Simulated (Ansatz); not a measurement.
Base system: GaAs in the zinc blende structure (space group F-43m, No. 216; a = 5.603 Å). Axes: x, y, z lie along the cube axes.

The values are results of plane-wave PAW DFT at the LDA level (Ansatz, a quantum-chemistry and plane-wave program, 420 eV), without spin-orbit coupling, not measurements.

Before the change:

The electron mass is 0.029 mₑ (at Γ). The band gap is 0.49 eV and the shortest interatomic distance comes out as 242.6 pm.

One thing is altered: uniaxial strain ε_zz = −1.00 %, all other strain components held at zero; the atoms relax in the strained cell.

Task: Predict the new electron mass.

Result: The electron mass becomes 0.031 mₑ along z, 0.033 mₑ across (at Γ) (base: 0.029 mₑ (at Γ)).

Task: What happens to the energy relative to the base?

Result: The energy goes up by 0.8 meV/atom.

Task: What happens to the stress?

Result: The stress (xx, yy, zz, yz, xz, xy; compression positive) comes out as (0.56, 0.56, 1.19, 0.00, 0.00, 0.00) GPa.

Task: How does this affect the band gap?

Result: The band gap rises by 0.04 eV to 0.53 eV.

Task: Estimate the effect on the shortest interatomic distance.

Result: The shortest interatomic distance falls by 0.8 pm to 241.8 pm.

Effective masses come from finite differences of ±0.01 Å⁻¹. No phonon test of stability was made.
